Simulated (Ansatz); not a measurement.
What uniaxial strain ε_zz = +3.00 % does to Sr

Consider Sr in the fcc (Cu type) structure (space group Fm-3m, No. 225; a = 5.923 Å). Axes: x, y, z lie along the cube axes.

Now apply this change: the cell is stretched by 3.00 % along z with no lateral relaxation; the atoms relax in the strained cell.

Calculations: PBEsol (Ansatz, a quantum-chemistry and plane-wave program), scalar-relativistic without spin-orbit coupling. Γ-centred 14×14×14 mesh, Fermi–Dirac width 0.05 eV.

The volume per atom increases by 1.56 Å³ (51.93 Å³ → 53.49 Å³) and the space group changes from Fm-3m (No. 225) to I4/mmm (No. 139). The energy increases by 2.3 meV/atom and the band gap stays zero. The stress (xx, yy, zz, yz, xz, xy; compression positive) amounts to (-0.3, -0.3, -0.5, 0.0, 0.0, 0.0) GPa (rough).

Without a gap, meshes like the base's 14×14×14 leave anisotropic stresses uncertain by several tenths of a GPa, and small strain energies with them. No phonon test of stability was made.
